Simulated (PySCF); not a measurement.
PySCF 2.14.0, WB97X/def2-svp, df: Sn(Cl)(SeH)3 ([Cl][Sn]([SeH])([SeH])[SeH]), 8 atoms. The geometry is a generated start, not checked to be a minimum at this level.

| Property | Value |
|---|---|
| task | energy |
| method | wb97x |
| basis | def2-svp |
| two-electron scheme | density fitting |
| mol.max_memory | 3000 MB |
| mf.max_cycle | 100 |
| mf.conv_tol | 1e-09 (default) |
| mf.grids.level | 3 (default) |
| effective core potentials | those of the basis set, past Kr |
| basis functions | 155 |
| grid points | 131536 |

```xyz
8

Cl    -2.4683     1.6401     0.8825
Sn    -0.6342     0.4089     0.2023
Se    -1.5073    -1.1789    -1.6634
Se     1.1120     2.1323    -0.6688
Se     0.2059    -0.8908     2.2974
H     -0.2776    -1.9321    -1.7718
H      2.1211     1.1309    -0.9616
H      1.4484    -1.3104     1.6835
```

With the defaults (mf.diis = true, mf.init_guess = minao, mf.damp = 0, mf.diis_start_cycle = 1, mf.DIIS = CDIIS, mf.diis_damp = 0, mf.diis_space = 8) it converges in 15 Fock builds. One run each on 2 threads, 1 BLAS thread, with these changes:
- mf.diis_damp = 0.3
- mf.init_guess = mod_huckel
- mf.diis = false, mf.damp = 0.7, mf.diis_start_cycle = 999
- mf.diis_space = 12
- mf.init_guess = huckel
- mf.diis = false
- mf.DIIS = EDIIS
- mf.init_guess = atom
- mf.init_guess = 1e

Name the settings that don't reach the solution of the defaults.

No convergence: mf.diis = false (the run ends without SCF convergence in 100 cycles). The rest reach the solution of the defaults.

```
setting                                                    Fock builds             end
---------------------------------------------------------  -----------  --------------
mf.init_guess = mod_huckel                                          12   same solution
mf.init_guess = huckel                                              12   same solution
mf.init_guess = atom                                                12   same solution
mf.diis_space = 12                                                  14   same solution
the defaults                                                        15   same solution
mf.diis_damp = 0.3                                                  15   same solution
mf.init_guess = 1e                                                  23   same solution
mf.diis = false, mf.damp = 0.7, mf.diis_start_cycle = 999           45   same solution
mf.DIIS = EDIIS                                                     53   same solution
mf.diis = false                                                    101  no convergence
```
